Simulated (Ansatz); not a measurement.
# BAs, pressure series

The parent structure is BAs in the zinc blende structure (space group F-43m, No. 216; a = 4.8094 Å).

Cell and atoms are relaxed at each pressure.

The values are results of PBE in Ansatz (plane waves to 420 eV, PAW, no spin-orbit coupling), earlier PAW set, not measurements.

```tsv
pressure (GPa)	volume per atom (Å³/atom)
-2	14.124
-1	?
0	13.905
0.3	13.873
1.5	13.751
3	13.605
5	13.421
7.5	13.208
10	13.011
```

Fit the third-order Birch–Murnaghan form P(V) = (3B₀/2)[(V₀/V)^(7/3) − (V₀/V)^(5/3)]·[1 + (3/4)(B₀′ − 4)((V₀/V)^(2/3) − 1)] (squares taken in P) to the rows shown and predict the withheld row.

Least squares on the printed values gives V₀ = 13.905 Å³/atom, B₀ = 132 GPa, B₀′ = 4.0; this predicts 14.012 Å³/atom, and the run gives 14.012 Å³/atom, in agreement.

Load acts through the strain it causes; cell and atoms are relaxed under it. Whether these cells are dynamically stable was not tested. No other phases were tried under pressure.

Ansatz is a first-principles code.
